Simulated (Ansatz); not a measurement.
Structures of equal composition on the (0001) surface of wurtzite GaN (Ga plane on top): 2x2 In adatom at H3; 2x2 In adatom at T4. The slabs share one bottom face, and each structure is named by its start. These are constructed structures in small cells; real faces may alloy, dewet or reconstruct in larger ones, and not all known structures of the face are among them. Slabs of about 14 Å, Fermi-Dirac smearing of 0.025 eV. Bottom of the slabs: H caps. Relaxed from the named starts with such symmetry as they have, on meshes of like density; energies extrapolated to zero smearing; spin only where a row says so; no spin-orbit coupling, no U. Brackets mark spin-polarised runs, whose order is one that fits the cell. Where a second, spin-polarised start was run, the lower counts.

Method: r2SCAN, at the PBE geometry (plane waves to 500 eV, PAW; Ansatz, an electronic-structure program).

### Question
Rank these by energy per 1x1 cell (lowest first), as r2SCAN, at the PBE geometry gives it.

### Answer
2x2 In adatom at T4 (0.000 eV, gap 0.30 eV on the mesh), 2x2 In adatom at H3 (0.044 eV, gap 0.23 eV on the mesh)
